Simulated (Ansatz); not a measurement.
Step by step: surface energy of the LaB6(100) slab, the mean of its two faces, with the listed reservoirs for the atoms in excess

We look at the surface energy of the LaB6(100) slab, the mean of its two faces, with the listed reservoirs for the atoms in excess. Reaction: La (P6₃/mmc) + 4 LaB6 (Pm-3m) → cell A.

A: a slab of LaB6 (Pm-3m) cut along (100), 29 atoms, square cell of 4.15 Å (17.3 Å²), symmetry P4/mmm within 0.02 Å, 16.0 Å thick under 17 Å of vacuum, in-plane vectors held at the crystal's; planes from bottom to top: LaB | B4 | B | La | B | B4 | B | La | B | B4 | B | La | B | B4 | LaB; all atoms within 0.5 Å of the crystal's sites, in a cell too small to show a reconstruction; spin state with PBE: no moments.

Method: Ansatz (a program for electronic structure), PAW, neutral cells at 0 K with nuclei at rest, on structures from PBE. Ansatz runs with its default PAW set. Other levels take these structures. The lattices are those relaxed with PBE, so at other levels the solids can be strained, which adds to the spread. Larger cells are relaxed from a start prepared with the learned potential CHGNet till forces fall under 0.03 eV/Å, which some starts already meet. A dispersion term (D3(BJ), or D4 for r2SCAN) was computed beside these levels and is taken off wherever the name lacks it. Spin-orbit coupling is left out.

Total energies of the cells in eV, at zero smearing width. They compare only within one column; the weights balance every element.

| cell | atoms | weight | r2SCAN | PBE+D3(BJ) |
|---|---|---|---|---|
| A: LaB6(100) slab | 29 | +1 | -35096.49968 | -35013.36791 |
| La (P6₃/mmc) | 4 | −1/4 | -25058.70874 | -25002.01520 |
| LaB6 (Pm-3m) | 7 | −4 | -7208.37446 | -7191.29203 |

r2SCAN: (-35096.49968) − 1/4 × (-25058.70874) − 4 × (-7208.37446) = 1.6754 eV; dividing by 2 × 17.262 Å² and converting at 16.022 J/m² per eV/Å² gives 0.78 J/m².

PBE+D3(BJ): (-35013.36791) − 1/4 × (-25002.01520) − 4 × (-7191.29203) = 2.3040 eV; dividing by 2 × 17.262 Å² and converting at 16.022 J/m² per eV/Å² gives 1.07 J/m².
